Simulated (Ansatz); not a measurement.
The starting structures come from a database of crystals and need not be the phases stable at ambient conditions.

By PBEsol, the system below comes out a metal.

A figure of merit of an interconnect metal is its ballistic conductance per area.

Consider the following.

```
CdSr
1.0
    4.03563     0.00000     0.00000
    0.00000     4.03563     0.00000
    0.00000     0.00000     4.03563
Sr Cd
1 1
Cartesian
  2.01782   2.01782   2.01782
  0.00000   0.00000   0.00000
```

Space group of this cell: Pm-3m, CsCl type. The cell is taken as given; by PBEsol its mean pressure is -1.1 GPa.

The current flows along the normal of the first two printed cell vectors, the (001) plane of the conventional cell. No spin-orbit coupling; the value is a mean over 0.1 eV about the Fermi level.

Q: Predict the ballistic conductance per area from PBEsol (Ansatz, an electronic-structure program).

A: 0.46 × 10¹⁵ S/m² for both spins.
